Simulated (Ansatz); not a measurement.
## AlN under a change: isotropic strain −2.01 %

The parent structure is AlN in the wurtzite structure (space group P6_3mc, No. 186; a = 3.130 Å, c = 5.018 Å).

Modification: an isotropic linear strain of −2.01 %, atoms relaxed at fixed cell.

Calculations: PBE (Ansatz, an electronic-structure program), scalar-relativistic without spin-orbit coupling. k-mesh 12×12×7 (Γ-centred); smearing 0.05 eV (Fermi–Dirac).

- Volume per atom: 10.02 Å³ (base 10.65 Å³)
- Space group: P6_3mc (No. 186) (base P6_3mc (No. 186))
- Energy relative to the base (free energy F): +25 meV/atom
- Band gap: 4.57 eV (base 4.03 eV)
- Gap character: direct at Γ (base direct at Γ)
- Mean gap deformation potential ΔEg/Δln V: -8.7 eV
- Valence-band top at Γ (three highest levels, from the VBM): 0.00, -0.22, -0.22 eV (base 0.00, -0.20, -0.20 eV)

Final structure:

```
CELL_PARAMETERS angstrom
      3.06738     0.00000     0.00000
     -1.53369     2.65643     0.00000
      0.00000     0.00000     4.91715
ATOMIC_POSITIONS crystal
  Al 0.66667 0.33333 0.00354
  Al 0.33333 0.66667 0.50354
  N  0.66667 0.33333 0.62166
  N  0.33333 0.66667 0.12166
```

Cost of the whole job for the changed cell (relaxation, final SCF and bands): very roughly 15 core-seconds.

Whether these cells are dynamically stable was not tested.
